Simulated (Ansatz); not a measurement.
**How the bulk modulus B0 of SeS (Fm-3m, No. 225; start mp-2559) moves with the method**

No measured value is used here.

```
level (code)     value (GPa)  cell (Å³/atom)
---------------  -----------  --------------
LDA (Ansatz)            93.7           18.69
PBE (Ansatz)             [?]           19.93
PBEsol (Ansatz)         89.1           19.00
```

### Question
What belongs in the gaps?

### Answer

- PBE (Ansatz, a program for electronic structure), value (GPa): 77.2

LDA, PBE, PBEsol: the bulk modulus is −V dP/dV from two relaxed cells at ±2 % in volume. LDA, PBE, PBEsol: the relaxation could not lower the start's symmetry, so the cell can be a saddle point above a distorted one. Each level is taken at its own relaxed cell. Ansatz's density-functional and Hartree–Fock values are scalar-relativistic unless marked +SOC, with PAW data made under PBE.

A start named mp-… is a Materials Project structure, which can be a computed phase never made.
